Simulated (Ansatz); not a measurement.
Density of states of Na₂Zn₂S₃ (P2_1/c, 14 atoms in the cell).

```xyz
14
Lattice="7.0155 0.0000 0.0000 0.0000 7.0660 0.0000 -3.3122 0.0000 6.2105" Properties=species:S:1:pos:R:3 pbc="T T T"
Na     4.0158     5.9143     3.7183
Na    -0.3125     1.1518     2.4922
Na    -1.9687     2.3813     5.5975
Na     5.6719     4.6848     0.6130
Zn     1.5378     0.8320     5.7822
Zn     2.1654     6.2341     0.4283
Zn     0.5093     4.3650     3.5335
Zn     3.1939     2.7011     2.6770
S      1.9441     2.8696     4.7120
S      1.7591     4.1964     1.4985
S      0.1030     6.4026     4.6038
S      3.6002     0.6634     1.6067
S      0.0000     0.0000     0.0000
S     -1.6561     3.5330     3.1053
```

Method: PBEsol, default PAW files made with PBE (plane waves; Ansatz, an electronic-structure program).

SCF settings: basis.ecutwfc = 420 eV; kpoints.mp_grid.grid = 3 3 3; hamiltonian.xc = pbesol; hamiltonian.pseudopotentials = {kind: paw} (the program's default PAW files); scf.occupations.method = gaussian; scf.occupations.width = 0.05 eV. Keys of the DOS step: output.dos.nscf_kmesh.grid = 6 6 6.

The starting cell comes from a database of computed structures (which also holds hypothetical and non-ambient phases and stackings), without a prior relaxation at this level. Its lattice was rescaled by a random factor within 2.5 % of one.

Total DOS (both spins), as means of the tabulated values in each energy bin; the zero is the program's Fermi level or highest filled level, and the curve is cut to this window:

```
E (eV) | states/eV/cell
    -7.88 |  0.00
    -7.62 |  0.00
    -7.38 | # 2.14
    -7.12 | ##################### 40.8
    -6.88 | ############################# 57.6
    -6.62 | ############################## 58.8
    -6.38 |  0.63
    -6.12 |  0.00
    -5.88 |  0.35
    -5.62 | ### 6.11
    -5.38 | ## 4.68
    -5.12 | ## 3.77
    -4.88 | # 1.60
    -4.62 | ## 3.83
    -4.38 | ### 5.43
    -4.12 | ## 4.78
    -3.88 | ## 2.97
    -3.62 | ### 6.10
    -3.38 | #### 7.42
    -3.12 | #### 8.70
    -2.88 | ##### 9.61
    -2.62 | ##### 9.32
    -2.38 | #### 8.09
    -2.12 | ####### 13.7
    -1.88 | ####### 13.9
    -1.62 | ####### 13.2
    -1.38 | ######### 17.2
    -1.12 | ## 3.23
    -0.88 |  0.00
    -0.62 |  0.00
    -0.38 |  0.00
    -0.12 |  0.00
     0.12 |  0.00
     0.38 |  0.00
     0.62 |  0.00
     0.88 |  0.00
     1.12 |  0.03
     1.38 |  0.18
     1.62 |  0.36
     1.88 |  0.63
     2.12 | ## 2.96
     2.38 | ### 5.59
     2.62 | ### 5.84
     2.88 | ## 3.19
```

The gap on the SCF mesh is 1.94 eV.

Keys are those of Ansatz 0.2.
